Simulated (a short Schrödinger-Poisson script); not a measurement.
Stack: gated Al0.33Ga0.67N/GaN polarisation-induced gas, at 77 K.

```csv
layer,material,thickness (nm),Na (cm⁻³)
1,Al0.33Ga0.67N,20,-
2,GaN,6000,2e14
```

The device is made up for the run: typed textbook-type constants, with dimensions and the other settings drawn at random. Al0.33Ga0.67N: permittivity 9.3, conduction-band edge (eV) 0.462, gap (eV) 4.09, electron mass (mₑ) 0.24, Nv at 300 K (cm⁻³) 4.6e19. GaN: permittivity 9.5, conduction-band edge (eV) 0, gap (eV) 3.43, Nv at 300 K (cm⁻³) 4.6e19.

Channel valleys (confinement mass, in-plane density-of-states mass, number): Γ 0.2, 0.2, 1. At the gate the conduction-band edge of layer 1 lies 1.27 eV − eVg above the Fermi level of the channel; the field vanishes at the back. Sheet of polarisation charge: +1.6e13 e/cm² at 20 nm from the gate. The barrier under the gate holds no holes. Gaps are held at their typed values at every temperature. Mesh 0.08 nm at interfaces.

Solved with a short Schrödinger-Poisson script written for these runs: 1D Poisson equation in equilibrium, electrons quantum, Hartree (BenDaniel-Duke, 40 states a valley, the channel's in-plane mass for all, wave functions free to enter the barrier), parabolic valleys, classical holes, full ionisation, no traps, pinning or gate leakage.

The same stack at other levels of the model or other numerical settings:

| run | sheet density of all electrons at Vg = 0.5 V (cm⁻²) | sheet density of all electrons at Vg = -3.5 V (cm⁻²) | capacitance at Vg = 0.5 V (μF/cm²) | centroid of the channel electrons at Vg = 0.5 V (nm) | rough cost against the base |
|---|---|---|---|---|---|
| base | 1.40e13 | 4.30e12 | 0.397 | 1.76 | about 1 |
| electrons treated as classical, Boltzmann | 1.49e13 | 4.71e12 | 0.409 | 0.27 | 0.02 |
| electrons treated as classical, Fermi-Dirac | 1.40e13 | 4.40e12 | 0.388 | 1.55 | 0.09 |
| electrons treated as quantum, Hartree plus LDA exchange-correlation | 1.42e13 | 4.38e12 | 0.398 | 1.59 | 2 |
| mesh six times as coarse | 1.40e13 | 4.30e12 | 0.398 | 1.69 | 0.2 |
| one subband a valley | 1.40e13 | 4.30e12 | 0.395 | 1.40 | 0.4 |

The classical rows ignore confinement, and Boltzmann statistics overrate the density once the band edge passes the Fermi level.
